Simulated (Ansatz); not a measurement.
The parent structure is ZnSiP₂ in the chalcopyrite structure (space group I-42d, No. 122).

```yaml
crystal:
  lattice:
    - [-2.67654, 2.67654, 5.22259]
    - [2.67654, -2.67654, 5.22259]
    - [2.67654, 2.67654, -5.22259]
  atoms:
    - { symbol: Zn, position: [0.00000, 0.00000, 0.00000] }
    - { symbol: Zn, position: [0.75000, 0.25000, 0.50000] }
    - { symbol: Si, position: [0.50000, 0.50000, 0.00000] }
    - { symbol: Si, position: [0.25000, 0.75000, 0.50000] }
    - { symbol: P, position: [0.87500, 0.86045, 0.48545] }
    - { symbol: P, position: [0.13955, 0.62500, 0.01455] }
    - { symbol: P, position: [0.37500, 0.38955, 0.51455] }
    - { symbol: P, position: [0.61045, 0.12500, 0.98545] }
```

Calculations: PBEsol, PAW, 420 eV (Ansatz, a first-principles code; without spin-orbit coupling).

Before the change:

The hole mass is 0.16 mₑ along c, 0.37 mₑ across (at Γ). The width of the top valence band is 1.30 eV and the electron mass comes out as 1.4 mₑ along c, 0.25 mₑ across (at Γ).

One thing is altered: every lattice vector is stretched by 0.75 %; the atoms relax in the strained cell.

Task: How does this affect the mean gap deformation potential ΔEg/Δln V?

Result: The mean gap deformation potential ΔEg/Δln V comes out as +2.4 eV.

Task: Estimate the effect on the hole mass.

Result: The hole mass becomes 0.16 mₑ along c, 0.38 mₑ across (at Γ) (base: 0.16 mₑ along c, 0.37 mₑ across (at Γ)).

Task: Predict the new width of the top valence band.

Result: The width of the top valence band shrinks by 0.05 eV to 1.25 eV.

Task: Estimate the effect on the electron mass.

Result: The electron mass remains 1.4 mₑ along c, 0.25 mₑ across (at Γ).

Masses are band curvatures over ±0.01 Å⁻¹ around the edge. No phonon test of stability was made.
